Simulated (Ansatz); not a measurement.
Consider Mo in the bcc (W type) structure (space group Im-3m, No. 229; a = 3.130 Å; relaxed with 0.1 eV smearing). Axes: x, y, z lie along the cube axes.

Calculations: Ansatz (a program for electronic structure) PBEsol, without spin-orbit coupling.

Base values:

The shortest interatomic distance is 2.711 Å and the band gap comes out as zero.

Perturbation: tensor shear ε_xy = +1.71 % (engineering shear γ = 0.0342), atoms relaxed at fixed cell.

What does the calculation give for the shortest interatomic distance after the change?

The shortest interatomic distance decreases by 0.031 Å to 2.680 Å.

Estimate the effect on the energy relative to the base.

The energy grows by 5.9 meV/atom.

Estimate the effect on the stress.

The stress (xx, yy, zz, yz, xz, xy; compression positive) comes out as (0.2, 0.2, 0.3, 0.0, 0.0, -3.6) GPa.

What does the calculation give for the band gap after the change?

The band gap stays zero.

The cells carry an imposed strain or load. No phonon test of stability was made. All final runs are without spin polarisation.
